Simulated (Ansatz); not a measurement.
## NbAs (model structure, started from the WC type, P-6m2, No. 187, 2 atoms in the cell): properties by level of theory

| level (code) | lattice parameter a (Å) | c axis length (Å) |
|---|---|---|
| PBE (Ansatz) | 3.425 | 3.487 |
| PBEsol (Ansatz) | 3.380 | 3.461 |
| PBE-D3(BJ) (Ansatz) | 3.370 | 3.470 |
| r²SCAN (Ansatz) | 3.428 | 3.460 |

Ansatz's density-functional and Hartree–Fock values are scalar-relativistic unless marked +SOC, with PAW data made under PBE.

Computed values are for the static lattice.

A model structure was made by putting elements into a prototype or built by hand; it is no filed structure, need not be a known phase, and can be a saddle point held by its symmetry.

Ansatz is a quantum-chemistry and plane-wave program.
